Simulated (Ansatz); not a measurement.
Base system: TaN in the rock salt structure (space group Fm-3m, No. 225; a = 4.3749 Å; relaxed with 0.1 eV smearing).

Level of theory: Ansatz (a program for electronic structure) PBEsol, spin-orbit coupling left out, earlier PAW set.

Before the change:

| Item | Value |
|---|---|
| Pressure | 0.0 GPa |
| Band gap | zero |

The change: the cell is scaled by 0.9929 in all directions; the atoms relax in the strained cell.

### Question
Predict the new pressure, energy relative to the base and band gap.

### Answer
The pressure goes from zero to 8.0 GPa; the energy rises by 5.4 meV/atom; the band gap remains zero.

No phonon test of stability was made. All final runs are without spin polarisation. This is not the structure that TaN has at room temperature and ambient pressure.
